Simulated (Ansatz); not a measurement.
The parent structure is Cu3N (space group Pm-3m, No. 221; a = 3.765 Å). Axes: x, y, z lie along the cube axes.

Modification: the cell is stretched by 2.76 % along y with no lateral relaxation, atoms relaxed at fixed cell.

Levels (all Ansatz, a quantum-chemistry and plane-wave program, PAW, earlier PAW set): PBEsol (420 eV, no SOC); HSE06 (420 eV, without spin-orbit coupling); PBEsol+SOC (420 eV, with spin-orbit coupling).

One geometry, relaxed with PBEsol, under each level:

| level | band gap | lowest conduction level above the VBM at special points | pressure |
|---|---|---|---|
| PBEsol | 0.10 eV | R 0.10 eV; M 0.11 eV; A 0.61 eV; Γ 1.01 eV | -3.2 GPa |
| HSE06 | … | … | – |
| PBEsol+SOC | zero | – | -3.3 GPa |

Give the withheld HSE06 results.


- HSE06, band gap: 0.89 eV
- HSE06, lowest conduction level above the VBM at special points: R 0.89 eV; M 0.90 eV; A 1.67 eV; Γ 2.31 eV

Single points use the geometry relaxed with PBEsol. HSE06 was sampled on its mesh, a few special points and the semilocal edge points, so its gap is an upper bound. The spin-orbit shifts are approximate. The cells carry an imposed strain or load. Whether these cells are dynamically stable was not tested. The runs without spin-orbit coupling are not spin-polarised. Gaps under 0.05 eV, about the width of the smearing, are given as zero. A zero or small gap of Cu3N can be the functional's error rather than a property of the material. Labels are those of the standard path for the cell's own space group.
